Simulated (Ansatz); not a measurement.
# Al: response to strain

The reference is Al in the fcc (Cu type) structure (space group Fm-3m, No. 225; a = 4.0155 Å; relaxed with 0.1 eV smearing).

Strains are applied to the cell and any free atomic positions relax.

Method: PBEsol in Ansatz (plane waves to 420 eV, PAW, no spin-orbit coupling).

Candidates:
(a) isotropic strain +1.50 %
(b) isotropic strain +2.50 %
(c) isotropic strain −3.00 %
(d) isotropic strain +3.00 %

Notes on the quantities. energy relative to the base: free energy F.

Question: Order them by energy relative to the base, lowest first.

Answer: (a) isotropic strain +1.50 % (+8.0 meV/atom), (b) isotropic strain +2.50 % (+21 meV/atom), (d) isotropic strain +3.00 % (+30 meV/atom), (c) isotropic strain −3.00 % (+37 meV/atom)

Stability against distortions was not tested.

Ansatz is a first-principles code.
